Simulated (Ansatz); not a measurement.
Start from Si in the diamond structure (space group Fd-3m, No. 227).

```cif
data_Si2
_chemical_formula_sum 'Si2'
_space_group_name_H-M_alt 'P 1'
_space_group_IT_number 1
_cell_length_a 3.84971
_cell_length_b 3.84971
_cell_length_c 3.84971
_cell_angle_alpha 60.000
_cell_angle_beta 60.000
_cell_angle_gamma 60.000
loop_
_space_group_symop_operation_xyz
  'x, y, z'
loop_
_atom_site_label
_atom_site_type_symbol
_atom_site_fract_x
_atom_site_fract_y
_atom_site_fract_z
_atom_site_occupancy
Si1 Si 0.50000 0.50000 0.50000 1
Si2 Si 0.75000 0.75000 0.75000 1
```

Method: Kohn–Sham DFT with the r2SCAN functional, run in Ansatz (a program for electronic structure) with PAW and 500 eV plane waves, spin-orbit coupling left out.

For the base:

The hole mass is 0.17, 0.25, 0.25 mₑ (at Γ). The width of the top valence band is 4.00 eV. The smallest direct gap comes out as 2.74 eV.

The change: a hydrostatic pressure of 10 GPa.

Question: What does the calculation give for the hole mass after the change?

Answer: The hole mass (degenerate bands, along [100]) goes from 0.17, 0.25, 0.25 mₑ (at Γ) to 0.20, 0.24, 0.24 mₑ (at Γ).

Question: What does the calculation give for the width of the top valence band after the change?

Answer: The width of the top valence band rises by 0.39 eV (4.00 eV → 4.39 eV).

Question: What does the calculation give for the smallest direct gap after the change?

Answer: The smallest direct gap goes up by 0.03 eV (2.74 eV → 2.77 eV).

Question: What does the calculation give for the mean gap deformation potential ΔEg/Δln V after the change?

Answer: The mean gap deformation potential ΔEg/Δln V comes out as +1.9 eV.

Load acts through the strain it causes; cell and atoms are relaxed under it. Masses are band curvatures over ±0.01 Å⁻¹ around the edge. No phonon test of stability was made. Tetrahedral semiconductors of this kind turn to denser phases somewhere between about 1 and 50 GPa; those were not computed, so compressed cells here can lie past the real transition.
